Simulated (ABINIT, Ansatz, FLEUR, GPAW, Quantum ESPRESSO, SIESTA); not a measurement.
One structure in several programs: Te2Au (C2/m, 3 atoms in the cell)

Self-consistent single point.

```
CELL_PARAMETERS angstrom
      3.62209    -2.10455     0.00000
      3.62209     2.10455     0.00000
     -0.01077     0.00000     5.19449
ATOMIC_POSITIONS crystal
  Te 0.31867 0.31867 0.28912
  Te 0.68133 0.68133 0.71088
  Au 0.00000 0.00000 0.00000
```

Shared settings, as Ansatz (a program for electronic structure) writes them: kpoints.mp_grid.grid = 5 5 4; scf.occupations.method = gaussian; scf.occupations.width = 0.1 eV. Potentials and cutoffs stand in the table.

```json
[
 {"code": "FLEUR", "model": "PBEsol, all-electron FLAPW (FLEUR), scalar-relativistic valence", "pressure (GPa)": "–", "largest force (eV/Å)": "0.025", "cutoff": "Kmax 4.3 1/bohr"},
 {"code": "ABINIT", "model": "PBEsol, norm-conserving pseudopotentials (PseudoDojo nc-sr-04 PBEsol standard)", "pressure (GPa)": "-2.59", "largest force (eV/Å)": "0.014", "cutoff": "41 Ha"},
 {"code": "GPAW", "model": "PBEsol, GPAW PAW datasets PBEsol (made by gpaw-setup)", "pressure (GPa)": "-2.65", "largest force (eV/Å)": "0.051", "cutoff": "600 eV"},
 {"code": "Quantum ESPRESSO", "model": "PBEsol, GBRV 1.5 ultrasoft (PBESOL) pseudopotentials", "pressure (GPa)": "-2.22", "largest force (eV/Å)": "0.115", "cutoff": "40 Ry"},
 {"code": "Ansatz", "model": "PBEsol, PAW files made with PBE", "pressure (GPa)": "-2.50", "largest force (eV/Å)": "0.016", "cutoff": "default"},
 {"code": "SIESTA", "model": "GGA PBEsol, numerical atomic orbitals DZP, PseudoDojo PBEsol standard norm-conserving potentials (rewritten from UPF to PSML)", "pressure (GPa)": "-2.12", "largest force (eV/Å)": "0.175", "cutoff": "grid 300 Ry"}
]
```

A dash marks a value that a program does not give, or that is left out as unsure.

On Ansatz's run: spin-orbit coupling is off.

The spread over the programs that give each value: pressure within 0.53 GPa; largest force within 0.161 eV/Å.

SIESTA uses small atom-centred bases, whose incompleteness enters pressures, forces and empty levels differently from a plane-wave cutoff. FLEUR treats all electrons, but the usual bases taken here (sphere radii, linearisation, local orbitals, empty states) were not tested for convergence, so the values are no reference for the others. Ansatz's pressure is given at a fixed set of plane waves, as the other plane-wave codes print theirs; with its correction for the finite basis it is -2.47 GPa. In the force vectors, Quantum ESPRESSO (by 0.083) and SIESTA (by 0.162) lie more than 0.08 eV/Å from the median of the plane-wave programs.

On the base mesh (7 7 5) the same programs gave: Ansatz pressure -2.65 GPa; Quantum ESPRESSO pressure -2.37 GPa; ABINIT pressure -2.73 GPa; GPAW pressure -2.80 GPa; SIESTA pressure -2.30 GPa.

The starting cell comes from a database of computed structures (which also holds hypothetical and non-ambient phases and stackings), without a prior relaxation at this level.

Left out of this page: CP2K (on another mesh); Elk (not drawn, or without a comparable value).

Keys are those of Ansatz 0.2.
